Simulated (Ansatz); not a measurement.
The structure below was relaxed with Ansatz (a quantum-chemistry and plane-wave program), PBE-D3(BJ), PAW, cutoff 420 eV, no spin-orbit coupling, at pressure 0.9 GPa.

Space group Pnma (No. 62); a = 11.405 Å, b = 4.153 Å, c = 4.329 Å, α = β = γ = 90.00°

```tsv
atom	site	symmetry	x	y	z
Sn	4c	.m.	0.1172	0.2500	0.0861
Se	4c	.m.	0.3576	0.2500	0.0215
```

**Question.** Write out a cell with all atoms.

**Answer.** 
```
SnSe
1.0
   11.40526     0.00000     0.00000
    0.00000     4.15288     0.00000
    0.00000     0.00000     4.32863
Sn Se
4 4
Direct
  0.11721   0.25000   0.08607
  0.38279   0.75000   0.58607
  0.88279   0.75000   0.91393
  0.61721   0.25000   0.41393
  0.85763   0.25000   0.47853
  0.64237   0.75000   0.97853
  0.14237   0.75000   0.52147
  0.35763   0.25000   0.02147
```
This is the conventional cell.

Load acts through the strain it causes; cell and atoms are relaxed under it. Whether these cells are dynamically stable was not tested. The cell was made from SnSe in the GeS type structure (space group Pnma, No. 62; layered, stacked along the Cartesian x axis) by this change: pressure 0.9 GPa.
